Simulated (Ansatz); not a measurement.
A computed series for TiN: response to strain

Start from TiN in the rock salt structure (space group Fm-3m, No. 225; a = 4.2045 Å; relaxed with 0.1 eV smearing). Axes: x, y, z lie along the cube axes.

Strains are applied to the cell and any free atomic positions relax; under biaxial strain the out-of-plane vector relaxes too.

Method: Ansatz (an electronic-structure program), PBEsol, PAW, cutoff 420 eV, no spin-orbit coupling.

Candidates:
(a) uniaxial strain ε_zz = −1.19 %
(b) biaxial strain +1.22 %, plane normal [111], relaxed out of plane
(c) tensor shear ε_yz = +2.63 %
(d) isotropic strain −1.65 %

Notes on the quantities. energy relative to the base: free energy F.

**Question.** Order them by energy relative to the base, lowest first.

**Answer.** (a) uniaxial strain ε_zz = −1.19 % (+2.8 meV/atom), (b) biaxial strain +1.22 %, plane normal [111], relaxed out of plane (+4.9 meV/atom), (c) tensor shear ε_yz = +2.63 % (+14 meV/atom), (d) isotropic strain −1.65 % (+22 meV/atom)

Stability against distortions was not tested. The base started in Pnma and relaxed to Fm-3m at this level. The final runs are not spin-polarised. An odd electron count without spin: TiN.
